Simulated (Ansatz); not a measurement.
System: fluorite HfO₂ (high-temperature phase). Method: revPBE (PAW; Ansatz, a program for electronic structure).

Settings: plane-wave cutoff 520 eV, 8×8×8 k mesh, perturbation theory, scalar-relativistic PAW data made under PBE.

Computed at the level's own relaxed cell.

```yaml
crystal:
  lattice:
    - [0.00000, 2.56156, 2.56156]
    - [2.56156, 0.00000, 2.56156]
    - [2.56156, 2.56156, 0.00000]
  atoms:
    - { symbol: Hf, position: [0.00000, 0.00000, 0.00000] }
    - { symbol: O, position: [0.25000, 0.25000, 0.25000] }
    - { symbol: O, position: [0.75000, 0.75000, 0.75000] }
```

Harmonic phonon frequencies (cm⁻¹; i marks an imaginary mode; at Γ without the LO shift):

| q point | frequencies |
|---|---|
| Γ | 0 0 0 205 205 205 555 555 555 |
| X | 234i 84 84 246 275 275 539 539 668 |
| U | 137i 82 140 197 307 340 513 551 647 |
| L | 78 78 177 380 380 483 489 489 566 |

Imaginary modes appear, so the structure is dynamically unstable at this level.

Note: symmetry holds this phase in the static calculation, where it need not be a minimum; the run finds an imaginary mode (234i cm⁻¹), so the cell is a saddle point at this level.
